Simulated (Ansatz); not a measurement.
**Effective masses and thermopower of InP under load (space group I-4m2)**

Given:

```
CELL_PARAMETERS angstrom
      0.00000     3.01059     2.85752
      3.01059     0.00000     2.85752
      3.01059     3.01059     0.00000
ATOMIC_POSITIONS crystal
  In 0.00000 0.00000 0.00000
  P  0.25000 0.25000 0.25000
```

The numbers are results of PBEsol with spin-orbit coupling, rigid bands (plane waves, PAW; Ansatz, an electronic-structure program), not measurements. Condition of this run: biaxial stress xx = yy = -2 GPa (compression positive) (the target of the relaxation). How the cell was made: cell and atoms relaxed with PBEsol, then loaded as said.

The band gap comes out as 0.30 eV and the hole conductivity mass (300 K, dilute) is 0.45 (x), 0.45 (y), 0.132 (z) mₑ. The effective density of states N_v (300 K) comes out as 4.0e18 cm⁻³. The density-of-states mass, holes is 0.30 mₑ and the Seebeck coefficient, p-type 1e19 cm⁻³, 300 K is 205 μV/K.

Rigid bands; masses and Seebeck coefficients take one relaxation time τ for all states and one kind of carrier; polarons and phonon drag are left out.
